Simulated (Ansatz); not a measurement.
Start from AlN in the wurtzite structure (space group P6_3mc, No. 186; a = 3.089 Å, c = 4.943 Å).

The values are results of LDA/PAW in Ansatz (a program for electronic structure), spin-orbit coupling left out, not measurements.

Before the change:

The volume per atom comes out as 10.21 Å³ and the electron mass is 0.32 mₑ (at Γ).

Modification: cell and atoms relaxed at a pressure of 30 GPa.

Problem. What does the calculation give for the volume per atom after the change?

Solution. The volume per atom decreases by 1.11 Å³ (10.21 Å³ → 9.10 Å³).

Problem. What does the calculation give for the electron mass after the change?

Solution. The electron mass becomes 0.37 mₑ along c, 0.59 mₑ across (at K) (base: 0.32 mₑ (at Γ)).

The levels and masses belong to the bands next to the band gap. Load acts through the strain it causes; cell and atoms are relaxed under it. Effective masses come from finite differences of ±0.01 Å⁻¹. Whether these cells are dynamically stable was not tested. Measured, AlN leaves this structure (for rock salt) near 14 GPa (temperature not stated; as listed in Datta, Sujoy, Jana, Debnarayan, arXiv (2020)), on rising pressure, with hysteresis.
